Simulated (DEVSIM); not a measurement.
Device: Ti/Al2O3/n-Ge capacitor, at 300 K.

```tsv
layer (left to right)	material	thickness (nm)	Nd (cm⁻³)
1	Al2O3	11.0	-
2	Ge	8900	4.5e15
```

Metal gate on the left, work function 4.33 eV. Fixed charge at the semiconductor interface -1e11 cm⁻² (in units of +e); interface traps 1.3e12 cm⁻² eV⁻¹, uniform in energy, neutral level at 0.7 of the gap above the valence band.

The device is made up for the run: typed textbook-type constants, with dimensions and the other settings drawn at random. Values at 300 K.

| parameter | Al2O3 | Ge |
|---|---|---|
| gap (eV) | 6.8 | 0.664 |
| affinity (eV) | 1.35 | 4 |
| permittivity | 9 | 16 |
| Nc (cm⁻³) | - | 1.04e19 |
| Nv (cm⁻³) | - | 6e18 |

Model (solved in DEVSIM): 1D Poisson equation in equilibrium, Boltzmann statistics, complete ionisation; no quantum confinement or tunnelling. Metal contacts follow the ideal Schottky-Mott rule: no Fermi-level pinning, no interface dipoles.

### Question
Tabulate band edges, carrier densities and field at -0.15 V on the gate.

### Answer
Energies count from the Fermi level of the right contact; mesh points crowd at the junctions.

| x (μm) | Ec (eV) | Ev (eV) | n (cm⁻³) | p (cm⁻³) | field (V/cm) |
|---|---|---|---|---|---|
| 0.000 | 3.130 | -3.670 | < 1e2 | < 1e2 | -61000 |
| 0.001479 | 3.121 | -3.679 | < 1e2 | < 1e2 | -61000 |
| 0.004593 | 3.102 | -3.698 | < 1e2 | < 1e2 | -61000 |
| 0.008382 | 3.079 | -3.721 | < 1e2 | < 1e2 | -61000 |
| 0.01087 | 3.064 | -3.736 | < 1e2 | < 1e2 | -61000 |
| 0.01237 | 0.411 | -0.253 | 1.3e12 | 3.4e14 | -14000 |
| 0.01595 | 0.407 | -0.257 | 1.5e12 | 2.8e14 | -14000 |
| 0.02984 | 0.388 | -0.276 | 3.1e12 | 1.4e14 | -13000 |
| 0.05811 | 0.354 | -0.310 | 1.2e13 | 3.7e13 | -11000 |
| 0.1304 | 0.285 | -0.379 | 1.7e14 | 2.5e12 | -7800 |
| 0.3008 | 0.212 | -0.452 | 2.8e15 | 1.6e11 | -1600 |
| 0.9627 | 0.200 | -0.464 | 4.5e15 | 9.7e10 | ≈ 0 |
| 2.389 | 0.200 | -0.464 | 4.5e15 | 9.7e10 | ≈ 0 |
| 5.401 | 0.200 | -0.464 | 4.5e15 | 9.7e10 | ≈ 0 |
| 7.840 | 0.200 | -0.464 | 4.5e15 | 9.7e10 | ≈ 0 |
| 8.468 | 0.200 | -0.464 | 4.5e15 | 9.7e10 | ≈ 0 |
| 8.734 | 0.200 | -0.464 | 4.5e15 | 9.7e10 | ≈ 0 |
| 8.838 | 0.200 | -0.464 | 4.5e15 | 9.7e10 | ≈ 0 |
| 8.890 | 0.200 | -0.464 | 4.5e15 | 9.7e10 | ≈ 0 |
| 8.903 | 0.200 | -0.464 | 4.5e15 | 9.7e10 | ≈ 0 |
| 8.908 | 0.200 | -0.464 | 4.5e15 | 9.7e10 | ≈ 0 |
| 8.911 | 0.200 | -0.464 | 4.5e15 | 9.7e10 | ≈ 0 |
